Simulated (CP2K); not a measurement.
**Converging shifted k-point meshes: Li (Im-3m, 1 atom in the cell)**

```yaml
crystal:
  lattice:
    - [3.03150, 0.00000, 0.00000]
    - [-1.01050, 2.85812, 0.00000]
    - [-1.01050, -1.42906, 2.47521]
  atoms:
    - { symbol: Li, position: [0.00000, 0.00000, 0.00000] }
```

Computed with CP2K with PBEsol, GPW, DZVP-MOLOPT-SR-GTH basis, GTH-PBE potentials (GTH_POTENTIALS).

Base settings: CUTOFF = 400 Ry; REL_CUTOFF = 50 Ry; SMEAR/METHOD = GAUSSIAN; SIGMA = 0.1 eV; KPOINTS/SCHEME = MACDONALD 6 6 6 0.08333333333 0.08333333333 0.08333333333; XC_FUNCTIONAL = PBE:PBESOL; Li/BASIS_SET = DZVP-MOLOPT-SR-GTH-q3; Li/POTENTIAL = GTH-PBE-q3; METHOD = GPW; EPS_DEFAULT = 1e-11.

Only quantities that move along the ladder and can be compared are tabulated.

The starting cell has typed, rounded lattice constants, without a prior relaxation at this level. Its lattice was rescaled by up to half a per cent. Values carry the incompleteness of an atom-centred basis. The potentials were made for another functional than the one used. Without a gap this mesh is coarse (it stands for a supercell whose shortest vector is 18 Å).

Steps (KPOINTS/SCHEME): MONKHORST-PACK 2 2 2; MACDONALD 3 3 3 0.1666666667 0.1666666667 0.1666666667; MONKHORST-PACK 4 4 4; MACDONALD 5 5 5 0.1 0.1 0.1; MONKHORST-PACK 6 6 6; MACDONALD 7 7 7 0.07142857143 0.07142857143 0.07142857143; MONKHORST-PACK 8 8 8; MACDONALD 9 9 9 0.05555555556 0.05555555556 0.05555555556; MONKHORST-PACK 10 10 10; MACDONALD 11 11 11 0.04545454545 0.04545454545 0.04545454545; MACDONALD 13 13 13 0.03846153846 0.03846153846 0.03846153846; MONKHORST-PACK 14 14 14; MACDONALD 15 15 15 0.03333333333 0.03333333333 0.03333333333.

**Question.** What is the coarsest KPOINTS/SCHEME that holds the free energy within 5 meV/atom of the last step, with all finer ones?

**Answer.** MACDONALD 9 9 9 0.05555555556 0.05555555556 0.05555555556; the step before is off by 14 meV/atom.

**Question.** What is the coarsest KPOINTS/SCHEME that holds the pressure within 1 GPa of the last step, with all finer ones?

**Answer.** MACDONALD 3 3 3 0.1666666667 0.1666666667 0.1666666667; the step before is off by 1.7 GPa.

| KPOINTS/SCHEME | free energy less the last step's (meV/atom) | pressure (GPa) |
|---|---|---|
| MONKHORST-PACK 2 2 2 | 204.75 | 1.42 |
| MACDONALD 3 3 3 0.1666666667 0.1666666667 0.1666666667 | 40.43 | -0.04 |
| MONKHORST-PACK 4 4 4 | 13.90 | -0.21 |
| MACDONALD 5 5 5 0.1 0.1 0.1 | 45.50 | -0.21 |
| MONKHORST-PACK 6 6 6 | -22.75 | -0.36 |
| MACDONALD 7 7 7 0.07142857143 0.07142857143 0.07142857143 | 19.51 | -0.13 |
| MONKHORST-PACK 8 8 8 | -14.48 | -0.41 |
| MACDONALD 9 9 9 0.05555555556 0.05555555556 0.05555555556 | 4.28 | -0.20 |
| MONKHORST-PACK 10 10 10 | -3.07 | -0.31 |
| MACDONALD 11 11 11 0.04545454545 0.04545454545 0.04545454545 | -0.41 | -0.26 |
| MACDONALD 13 13 13 0.03846153846 0.03846153846 0.03846153846 | -0.91 | -0.29 |
| MONKHORST-PACK 14 14 14 | -0.82 | -0.28 |
| MACDONALD 15 15 15 0.03333333333 0.03333333333 0.03333333333 | 0.00 | -0.28 |
